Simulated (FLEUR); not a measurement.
Band structure of Eu3V (Fm-3m, 4 atoms in the cell).

```yaml
crystal:
  lattice:
    - [0.00000, 4.06157, 4.06157]
    - [4.06157, 0.00000, 4.06157]
    - [4.06157, 4.06157, 0.00000]
  atoms:
    - { symbol: Eu, position: [0.25000, 0.25000, 0.25000], spin: 7.0 }
    - { symbol: Eu, position: [0.75000, 0.75000, 0.75000], spin: 7.0 }
    - { symbol: Eu, position: [0.50000, 0.50000, 0.50000], spin: 7.0 }
    - { symbol: V, position: [0.00000, 0.00000, 0.00000], spin: 2.0 }
```
(The spins are starting values, not results.)

Computed with LDA (Vosko-Wilk-Nusair), all-electron FLAPW (FLEUR), scalar-relativistic valence run with FLEUR.

Settings: Kmax = 3.8 1/bohr; GmaxXC = 11.4 1/bohr; xcFunctional = vwn; jspins = 2; l_soc = F; mode = hist; fermiSmearingEnergy = 0.00367493 Htr; mesh (inpgen div1-3) = 5 5 5; inpgen gamma flag = false; Gmax = 11.4 1/bohr; numbands = 0; maxIterBroyd = 40; imix = Anderson; alpha = 0.05.

The starting cell comes from a database of computed structures (which also holds hypothetical and non-ambient phases and stackings), without a prior relaxation at this level. Spin-orbit coupling is off. The f electrons are in the valence without U or exact exchange, which can misplace them near the Fermi level. Spin-orbit terms, which matter for f shells, are left out. Values depend on the basis (sphere radii, cutoffs, local orbitals), which need not be converged.

Levels in eV from the Fermi level, bands 43 to 48 of the first spin channel:
```
point     43     44     45     46    47    48
-----  -----  -----  -----  -----  ----  ----
Γ      -0.41  -0.28  -0.28  -0.28  0.93  0.93
X      -0.42  -0.16   0.70   0.71  0.83  0.91
W      -0.22  -0.20  -0.20   0.15  0.74  0.74
K      -0.27  -0.22   0.00   0.32  0.47  0.51
L      -0.31  -0.31  -0.31  -0.26  0.32  0.52
U      -0.27  -0.22   0.00   0.32  0.47  0.51
```
